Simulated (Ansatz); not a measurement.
## Ru, response to strain

Base system: Ru in the hcp (Mg type) structure (space group P6_3/mmc, No. 194; a = 2.7218 Å, c = 4.2939 Å; relaxed with 0.1 eV smearing). Axes: x lies along a and z along c of the hexagonal cell.

Strains are applied to the cell and any free atomic positions relax; under biaxial strain the out-of-plane vector relaxes too.

Level of theory: PBE, PAW, 420 eV (Ansatz, a quantum-chemistry and plane-wave program; no spin-orbit coupling), earlier PAW set.

```csv
"biaxial strain, plane normal [001], relaxed out of plane (%)",out-of-plane strain (%)
-2.62,1.43
-1.87,?
-0.83,0.45
-0.55,0.30
-0.36,0.19
0,0.00
```

**Question.** Fit ε⊥ = −νε + γε² (strains in %) to the rows shown and predict the withheld row.

**Answer.** Least squares on the printed values gives ν = 0.54 (the biaxial Poisson response) and γ = 0.002 (largest residual 0.00 %); this predicts 1.02 %, and the run gives 1.01 %, in agreement.

Whether these cells are dynamically stable was not tested. The final runs are not spin-polarised.
